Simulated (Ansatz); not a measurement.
An Ansatz (a first-principles code) input (Kohn–Sham DFT with the PBEsol functional, run in Ansatz with PAW and 420 eV plane waves, without spin-orbit coupling):

Ansatz 0.2 input:
```yaml
crystal:
  lattice:
    - [-2.0548647606, 2.0548647606, 2.0548647606]
    - [2.0548647606, -2.0548647606, 2.0548647606]
    - [2.0548647606, 2.0548647606, -2.0548647606]
  atoms:
    - { symbol: La, position: [0, 0, 0] }
basis: { ecutwfc: 420, ecutrho_ratio: 4, xc_grid: 2, fft_grid_basis: typed }
kpoints: { mp_grid: { grid: [16, 16, 16] } }
hamiltonian:
  xc: pbesol
  dispersion: none
  pseudopotentials: { kind: paw }
scf: { occupations: { method: fermi_dirac, width: 0.05 }, convergence: { dr2_threshold: 0.0000000001 } }
output: { forces: true, stress: true }
checkpoint: { write: state.ck, write_every: 1000 }
```

Task: Which symmetry and how many k-points will the program report, and about how many plane waves at Γ?

Result: Space group Im-3m (ITA 229) with 48 operations, k-points 145 of 4096, and 675 plane waves at Γ.

No phonon test of stability was made. The final runs are not spin-polarised. The cell was made from K by this change: K → La; the result is a model cell, its experimental status unchecked. This is not the structure that La has at room temperature and ambient pressure.
